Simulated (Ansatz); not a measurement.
Amorphous Si₂₄O₄₇, 71 atoms at 2.20 g/cm³, one PBE-relaxed geometry, zone centre. Methods: PBE, scalar-relativistic without spin-orbit coupling (Ansatz, a first-principles code); r2SCAN, scalar-relativistic without spin-orbit coupling (Ansatz); HSE06, scalar-relativistic without spin-orbit coupling (Ansatz). Plane waves to 420 eV (r2SCAN 500 eV); exact exchange is cut at the cell's faces. The usual formal charges leave 2 electrons over, so the level spacing at the Fermi energy parts defect or band states and needn't be the band gap. At PBE the levels at both edges of the gap are localised (band-tail or defect states), and the nearest spread-out levels lie 5.5 eV apart at the zone centre. The higher rungs were started with moments on some atoms, which died out.

A CHGNet melt-quench gave the starting glass, which DFT then relaxed. O atoms were pushed apart under 1.9 Å during the dynamics, to hinder bonds among them. The hot cell started wider than the set density and was brought back towards it in steps. It is the lowest in DFT energy of 4 quenches. It is a model cell: composition and starting density were chosen by hand, and all elements were melted together. No dispersion term was used. Its density started from a set value of 2.20 and ended at 2.20 g/cm³. Cooling (nominally 480 K/ps over its main leg) ran many orders faster than in experiment, which tends to leave more defects and strain. Values belong to this one cell and scatter from quench to quench. The volume was held where the preparation left it, at a PBE pressure of 0.1 GPa. Stress components on the final sampling reach 2.1 GPa.

The relaxation ran on the zone centre alone. At PBE the level spacing at the Fermi energy is 3.78 eV on a 2×2×2 Γ-centred mesh, and the spacing at the zone centre alone 3.86 eV.

Q: What zone-centre spacing does r2SCAN give, roughly?

A: 4.19 eV (+0.33 eV against PBE).

Q: What zone-centre spacing does HSE06 give, roughly?

A: 5.09 eV (+1.24 eV against PBE).

The highest filled and the lowest empty state spread over these numbers of atoms (participation numbers): PBE: 2.6 and 6.3; r2SCAN: 2.5 and 3.0; HSE06: 2.4 and 4.2.
